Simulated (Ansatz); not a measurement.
Results of PBEsol (PAW; Ansatz, a first-principles code) for TaSiO (model structure, started from the ZrSiS type, P4/nmm, No. 129, 6 atoms in the cell).

Input file:

Ansatz 0.2 input:
```yaml
crystal:
  lattice:
    - [3.223378607, 0.0, 0.0]
    - [0.0, 3.223378607, 0.0]
    - [0.0, 0.0, 6.8704198853]
  atoms:
    - { symbol: Ta, position: [0.0, 0.5, 0.7043530795] }
    - { symbol: Ta, position: [0.5, 0.0, 0.2956469205] }
    - { symbol: Si, position: [0.0, 0.0, 0.0] }
    - { symbol: Si, position: [0.5, 0.5, 0.0] }
    - { symbol: O, position: [0.5, 0.0, 0.602804892] }
    - { symbol: O, position: [0.0, 0.5, 0.397195108] }
basis:
  ecutwfc: 520
  ecutrho_ratio: 4
  xc_grid: 2
kpoints:
  mp_grid: { grid: [18, 18, 8] }
hamiltonian:
  xc: pbesol
  dispersion: none
  pseudopotentials: { kind: paw }
scf:
  occupations: { method: fermi_dirac, width: 0.05 }
output:
  forces: true
  stress: true
  eigenvalues: true
relax:
  f_tol: 0.004
  escape_saddle: false
  max_steps: 80
  cell: { stress_tol: 0.02, fix: [volume] }
```

Excerpt of the program's output:

```
Relaxation: its limit of steps is 80 (relax.max_steps)
Crystal: 6 atoms, lattice volume = 71.385 Å³
Basis set: ecut = 520 eV, 1917 PW (Γ), exchange–correlation on 48×48×108 points (8 copies of the dense FFT grid, shifted against one another)
Bands: 29, of which v1, the nominal top of the filled ones, is band 23 counted from 1 (22 counted from 0)
Symmetry: 16 space group operations
Space group: P4/nmm (ITA 129), of the structure as read, at distance tolerance 4.1e-5 Å
k-points: 275 of 2592
Functional: x = pbesol(κ = 0.804, μ = 0.12345679012345678), c = pbesol(β = 0.046)
SCF iter   1: F=—  HF=-21978.976604 eV  |F-HF|=—  |Δ(HF+E_count)|=         —  Δρ=1.44e-2  dr2=1.22e-1
SCF iter   2: F=—  HF=-21978.956614 eV  |F-HF|=—  |Δ(HF+E_count)|=   2.00e-2  Δρ=5.78e-3  dr2=2.05e-2
  ...
SCF 1 converged in 7 iterations: F = -21978.953158 eV  dr2 = 6.83e-9
Crystal: 6 atoms, lattice volume = 71.385 Å³
Initial density: handed on by an earlier stage of this run
SCF 2 converged in 6 iterations: F = -21978.954356 eV  dr2 = 8.66e-9
Crystal: 6 atoms, lattice volume = 71.385 Å³
SCF 3 converged in 5 iterations: F = -21978.954868 eV  dr2 = 3.37e-7
Crystal: 6 atoms, lattice volume = 71.385 Å³
SCF 4 converged in 6 iterations: F = -21978.954897 eV  dr2 = 6.48e-11
Crystal: 6 atoms, lattice volume = 71.385 Å³
SCF iter   7: F=-21978.954896 eV  HF=-21978.954896 eV  |F-HF|=1.09e-11  |Δ(HF+E_count)|=  3.64e-12  Δρ=5.39e-9  dr2=3.75e-14
SCF iter   8: F=-21978.954896 eV  HF=-21978.954896 eV  |F-HF|=3.64e-12  |Δ(HF+E_count)|=  3.64e-12  Δρ=3.41e-9  dr2=6.81e-15
SCF 5 converged in 8 iterations: F = -21978.954896 eV  dr2 = 6.81e-15
SCF converged after 8 iterations
Free energy (F): -21978.954896 eV
Internal energy: -21978.919517 eV  (E = F + TS)
E sigma→0 (E₀):  -21978.937207 eV
Fermi energy:    16.781741 eV
--- Forces (eV/Å), atoms counted from 1 ---
  atom   1  Ta     0.00000000     0.00000000     0.00150463
  atom   2  Ta     0.00000000     0.00000000    -0.00150463
  atom   3  Si     0.00000000     0.00000000     0.00000000
  atom   4  Si     0.00000000     0.00000000     0.00000000
  atom   5  O      0.00000000     0.00000000     0.00241829
  atom   6  O      0.00000000     0.00000000    -0.00241829
--- Stress (GPa, compression-positive) ---
        4.400845       0.000000       0.000000
        0.000000       4.400845       0.000000
        0.000000       0.000000       4.393244
  P = ⅓ Tr σ = 4.3983 GPa (43.983 kbar)
```

The cell is one volume of an energy–volume scan, off the minimum.

The PAW data were made under PBE.

Note: the relaxation could raise the start's symmetry but not lower it, so the cell can be a saddle point.

A model structure was made by putting elements into a prototype or built by hand; it is no filed structure, need not be a known phase, and can be a saddle point held by its symmetry.
